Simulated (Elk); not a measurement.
Input and output of a self-consistent single point for Mg₃Sc (P6_3/mmc, 8 atoms in the cell) (Elk).

Computed with PBEsol, all-electron FP-LAPW, Elk's shipped species files, LAPW+lo basis in Elk 10.2.4.

The change in words: lattice scaled by 0.98. Reference geometry:
```xyz
8
Lattice="6.2763 0.0000 0.0000 -3.1382 5.4355 0.0000 0.0000 0.0000 4.9883" Properties=species:S:1:pos:R:3 pbc="T T T"
Mg     0.0000     1.8113     1.2471
Mg     3.1382     3.6241     3.7412
Mg     4.7077     0.9057     3.7412
Mg    -1.5695     4.5298     1.2471
Mg     1.5695     4.5298     1.2471
Mg     1.5686     0.9057     3.7412
Sc     3.1382     1.8118     1.2471
Sc     0.0000     3.6236     3.7412
```

Reference input (self-consistent single point, DFT, PBEsol, all-electron FP-LAPW, Elk's shipped species files, LAPW+lo basis): xctype = 22; rgkmax = 8; stype = 3; swidth = 0.00367493 Ha; ngridk = 4 4 5; gmaxvr = 14 1/bohr; nxoapwlo = 1. This run's input differs from it in these lines:

```diff
@@ -22,5 +22,5 @@
 avec
-   11.8605456160   -0.0000001968    0.0000000000
-   -5.9302726375   10.2715339046    0.0000000000
-    0.0000000000    0.0000000000    9.4264830329
+   11.6233345876    0.0000001311    0.0000000000
+   -5.8116674073   10.0661029640    0.0000000000
+    0.0000000000    0.0000000000    9.2379526164
```

Output, abridged:

```
│ Self-consistent loop started │
│ Loop number : 1 │
 total energy                :     -2729.80066051
│ Loop number : 2 │
 total energy                :     -2729.71930073
RMS change in Kohn-Sham potential (target) :   0.7746652799     (  0.1000000000E-05)
Absolute change in total energy (target)   :   0.8135977939E-01 (  0.1000000000E-03)
│ Loop number : 3 │
 total energy                :     -2731.54734676
RMS change in Kohn-Sham potential (target) :   0.5472513635     (  0.1000000000E-05)
Absolute change in total energy (target)   :    1.807706079     (  0.1000000000E-03)
│ Loop number : 4 │
   [... lines left out ...]
Absolute change in total energy (target)   :   0.2032126527E-03 (  0.1000000000E-03)
│ Loop number : 14 │
 total energy                :     -2726.20633785
RMS change in Kohn-Sham potential (target) :   0.1241831397E-06 (  0.1000000000E-05)
Absolute change in total energy (target)   :   0.1203037637E-03 (  0.1000000000E-03)
│ Loop number : 15 │
 total energy                :     -2726.20633457
RMS change in Kohn-Sham potential (target) :   0.9879628224E-07 (  0.1000000000E-05)
Absolute change in total energy (target)   :   0.3335478050E-04 (  0.1000000000E-03)
Convergence targets achieved

│ Loop number : 16 │

Energies :
 Fermi                       :     0.182730470300
 total energy                :     -2726.20633792

Density of states at Fermi energy :    178.8817557
 (states/Hartree/unit cell)

Estimated indirect band gap :   0.2716001387E-02
 from k-point      3 to k-point      7
Estimated direct band gap   :   0.5594670857E-02
 at k-point     17

Charges :
 core                        :    32.00000000
 valence                     :    82.00000000
 interstitial                :    12.30484054
 muffin-tins (core leakage)
  species :    1 (Mg)
   atom    1                 :    10.56449162     (  0.6661338148E-15)
   atom    2                 :    10.56457354     (  0.8881784197E-15)
   atom    3                 :    10.56449162     (  0.8881784197E-15)
   [... lines left out ...]
  species :    2 (Sc)
   atom    1                 :    19.15402295     (  0.3320462127E-08)
   atom    2                 :    19.15402295     (  0.3320462127E-08)
 total in muffin-tins        :    101.6951595
 total calculated charge     :    113.9928776
 total charge                :    114.0000000
 error                       :   0.7122428903E-02

│ Self-consistent loop stopped │
```

The run converged in 16 iterations. The count includes the last loop, which Elk runs after its targets are met. Against the reference run the free energy rises by 32.0 meV/atom.

The starting cell comes from a database of computed structures (which also holds hypothetical and non-ambient phases and stackings), without a prior relaxation at this level. Its lattice was rescaled by a random factor within 2.5 % of one. For this run, on top of that: lattice scaled by 0.98. Values depend on the basis (sphere radii, cutoffs, local orbitals), which need not be converged. The log's line on a gap gives a spacing of levels on this mesh, which the program prints for metals too.

Cost on one core of a shared machine: roughly 4 min.
